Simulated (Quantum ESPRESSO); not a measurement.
Input and output of a self-consistent single point for MgAl2C2 (P-3m1, 5 atoms in the cell) (Quantum ESPRESSO).

Method of the run: LDA (PZ), GBRV 1.5 ultrasoft (LDA) pseudopotentials (plane waves; Quantum ESPRESSO).

```xyz
5
Lattice="3.3469 0.0000 0.0000 -1.6735 2.8985 0.0000 0.0000 0.0000 5.7486" Properties=species:S:1:pos:R:3 pbc="T T T"
Mg     0.0000     0.0000     0.0000
Al     1.6735     0.9662     2.0121
Al     0.0000     1.9323     3.7365
C      0.0000     1.9323     1.5526
C      1.6735     0.9662     4.1960
```

Reference input (self-consistent single point, DFT, PBEsol, plane waves, GBRV 1.5 ultrasoft (PBESOL) pseudopotentials): ecutwfc = 40 Ry; ecutrho = 200 Ry; occupations = fixed; potentials = {Mg: mg_pbesol_v1.4.uspp.F.UPF, Al: al_pbesol_v1.uspp.F.UPF, C: c_pbesol_v1.2.uspp.F.UPF}; K_POINTS = automatic 8 8 4 0 0 0; nbnd = 16; conv_thr = 1e-08 Ry; mixing_beta = 0.3. This run's input differs from it in these lines:

```diff
@@ -25,5 +25,5 @@
 ATOMIC_SPECIES
-Mg    24.3050  mg_pbesol_v1.4.uspp.F.UPF
-Al    26.9815  al_pbesol_v1.uspp.F.UPF
-C     12.0110  c_pbesol_v1.2.uspp.F.UPF
+Mg    24.3050  mg_lda_v1.4.uspp.F.UPF
+Al    26.9815  al_lda_v1.uspp.F.UPF
+C     12.0110  c_lda_v1.2.uspp.F.UPF
 ATOMIC_POSITIONS crystal
```

Output (repeated stretches shortened):

```
     Self-consistent Calculation

     iteration #  1     ecut=    40.00 Ry     beta= 0.30

---- Real-time Memory Report at c_bands before calling an iterative solver
           109 MiB given to the printing process from OS
            37 MiB allocation reported by mallinfo(arena+hblkhd)
------------------

     total energy              =    -161.33393216 Ry
     estimated scf accuracy    <       1.12379676 Ry

     iteration #  2     ecut=    40.00 Ry     beta= 0.30

---- Real-time Memory Report at c_bands before calling an iterative solver
           139 MiB given to the printing process from OS
   [... lines left out ...]

---- Real-time Memory Report at c_bands before calling an iterative solver
           145 MiB given to the printing process from OS
            60 MiB allocation reported by mallinfo(arena+hblkhd)
------------------

     total energy              =    -161.44723957 Ry
     estimated scf accuracy    <       0.00000003 Ry

     iteration # 14     ecut=    40.00 Ry     beta= 0.30

---- Real-time Memory Report at c_bands before calling an iterative solver
           145 MiB given to the printing process from OS
            60 MiB allocation reported by mallinfo(arena+hblkhd)
------------------
     End of self-consistent calculation

     highest occupied, lowest unoccupied level (ev):     8.5399   10.3876

!    total energy              =    -161.44723958 Ry
     estimated scf accuracy    <          8.0E-10 Ry

     convergence has been achieved in  14 iterations

     Forces acting on atoms (cartesian axes, Ry/au):

     atom    1 type  1   force =     0.00000000    0.00000000    0.00000000
     atom    2 type  2   force =     0.00000000    0.00000000   -0.00085894
     atom    3 type  2   force =     0.00000000    0.00000000    0.00085894
     atom    4 type  3   force =    -0.00000000   -0.00000000   -0.00210978
     atom    5 type  3   force =     0.00000000   -0.00000000    0.00210978

     Total force =     0.003221     Total SCF correction =     0.000015

          total   stress  (Ry/bohr**3)                   (kbar)     P=       -6.19
  -0.00000905   0.00000000   0.00000000           -1.33        0.00        0.00
   0.00000000  -0.00000905   0.00000000            0.00       -1.33        0.00
  -0.00000000  -0.00000000  -0.00010809           -0.00       -0.00      -15.90

   JOB DONE.
```

The run converged in 14 iterations. Against the reference run the pressure goes from 3.59 to -0.62 GPa, the largest force goes from 0.166 to 0.054 eV/Å and the gap on the mesh goes from 1.803 to 1.848 eV.

The starting cell comes from a database of computed structures (which also holds hypothetical and non-ambient phases and stackings), without a prior relaxation at this level. Its lattice was rescaled by a random factor within 2.5 % of one.

Cost on one core of a shared machine: roughly 30 s.
